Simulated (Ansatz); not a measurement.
We consider rock-salt LaTe, described by PBEsol (Ansatz, a quantum-chemistry and plane-wave program, PAW).

Settings: plane-wave cutoff 520 eV, 16×16×16 k mesh, Fermi–Dirac smearing 0.05 eV, scalar-relativistic PAW data made under PBE.

Energies at three volumes about the minimum:

```json
[
 {"V (Å³/atom)": "31.972", "E − E_lowest (meV/atom)": "2.61"},
 {"V (Å³/atom)": "32.625", "E − E_lowest (meV/atom)": "0.00"},
 {"V (Å³/atom)": "33.277", "E − E_lowest (meV/atom)": "2.43"}
]
```

### Question
Fit a parabola by hand: where is the minimum, what lattice constant follows, and what is the bulk modulus?

### Answer
Slopes: (0.00 − 2.61)/(32.625 − 31.972) = -3.997 and (2.43 − 0.00)/(33.277 − 32.625) = 3.727 meV/Å³. Curvature E″ = 2 × (3.727 − (-3.997))/(33.277 − 31.972) = 11.838 meV/Å⁶. From the middle of the first interval, the slope vanishes at V0 = 32.2985 − (-3.997)/11.838 = 32.636 Å³/atom. B = V0 E″ = 32.636 × 11.838 meV/Å³ × 0.1602 GPa per meV/Å³ = 61.9 GPa. With 8 atoms in the cube, a = (8 × 32.636)^(1/3) = 6.391 Å. The full Birch–Murnaghan fit to all volumes gives V0 = 32.624 Å³/atom and B0 = 61.7 GPa.

Measured, for comparison: equilibrium volume per atom 33.22 Å³/atom (temperature not stated, not corrected to a static lattice, from a published cell, temperature and pressure not stated; as tabulated in Inorganic Materials (USSR) 2, 66 (1966)). Computed less measured: equilibrium volume per atom -1.8 %. A static lattice is as a rule a little smaller and stiffer than an uncorrected measurement, which can account for part of this in the equilibrium volume per atom.
